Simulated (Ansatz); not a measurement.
**WSi2: response to strain**

Take WSi2 (space group I4/mmm, No. 139; a = 3.2122 Å, c = 7.8065 Å; relaxed with 0.1 eV smearing) as the base. Axes: x, y, z lie along a, b, c of the conventional cell.

Strains are applied to the cell and any free atomic positions relax; under biaxial strain the out-of-plane vector relaxes too; under stress the whole cell relaxes.

Level of theory: r2SCAN/PAW in Ansatz (an electronic-structure program), no SOC, earlier PAW set.

Notes on the quantities. pressure: mean of the normal stresses, compression positive.

```csv
variant,pressure,shortest interatomic distance,space group
base,0.0 GPa,2.579 Å,I4/mmm (No. 139)
"biaxial strain −4.54 %, plane normal [001], relaxed out of plane",19.0 GPa,2.542 Å,I4/mmm (No. 139)
"biaxial strain −4.47 %, plane normal [001], relaxed out of plane",18.7 GPa,2.543 Å,I4/mmm (No. 139)
"biaxial strain +1.28 %, plane normal [001], relaxed out of plane",-4.3 GPa,2.563 Å,I4/mmm (No. 139)
isotropic strain −0.86 %,___,2.564 Å,I4/mmm (No. 139)
isotropic strain +4.34 %,-22.3 GPa,2.643 Å,I4/mmm (No. 139)
"uniaxial stress, 5 GPa tension along z",–,2.601 Å,I4/mmm (No. 139)
tensor shear ε_xy = +0.87 %,0.1 GPa,2.579 Å,Fmmm (No. 69)
"uniaxial stress, 3 GPa tension along x",–,2.575 Å,Immm (No. 71)
tensor shear ε_yz = −0.18 %,0.0 GPa,2.579 Å,C2/m (No. 12)
```

Problem. Some entries are withheld; estimate them.

Solution. 
- isotropic strain −0.86 %, pressure: 6.4 GPa

Beyond what the load breaks, stability against distortions was not tested. All final runs are without spin polarisation.
